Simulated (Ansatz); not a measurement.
**CsCl-type PdIn: cohesive energy by level of theory**

No measured value is used here.

| level (code) | value (eV/atom) | cell (Å³/atom) |
|---|---|---|
| LDA (Ansatz) | 4.61 | 16.61 |
| BLYP (Ansatz) | 2.72 | 19.49 |
| PBE (Ansatz) | 3.50 | 18.06 |
| revPBE (Ansatz) | 3.06 | 18.47 |
| PBE-D3(BJ) (Ansatz) | 4.03 | 17.31 |
| PBEsol-D3(BJ) (Ansatz) | 4.67 | 16.50 |
| r²SCAN+rVV10 (Ansatz) | 4.13 | 17.19 |
| HSE06 (Ansatz) | 3.35 | 17.48 |
| r²SCAN0 (Ansatz) | 3.52 | 17.14 |
| r²SCANh (Ansatz) | 3.69 | 17.31 |
| Hartree–Fock (Ansatz) | 1.31 | 18.79 |

Free atoms are spin-polarised, in the lowest state found; at levels without +SOC their spin–orbit coupling is left out.  Density-functional levels without +SOC have no spin–orbit coupling, which shifts binding energies of heavy elements. BLYP: the cell is over a tenth larger than the published one: the level's own overestimate first of all, though another phase or state, or a fault of the published cell, is possible. HSE06, r²SCAN0, r²SCANh, Hartree–Fock: the free atom's electronic state is in doubt. Each level is taken at its own relaxed cell. Cutoffs and k meshes differ between the levels. Ansatz's density-functional and Hartree–Fock values are scalar-relativistic unless marked +SOC, with PAW data made under PBE.

Ansatz is a quantum-chemistry and plane-wave program.
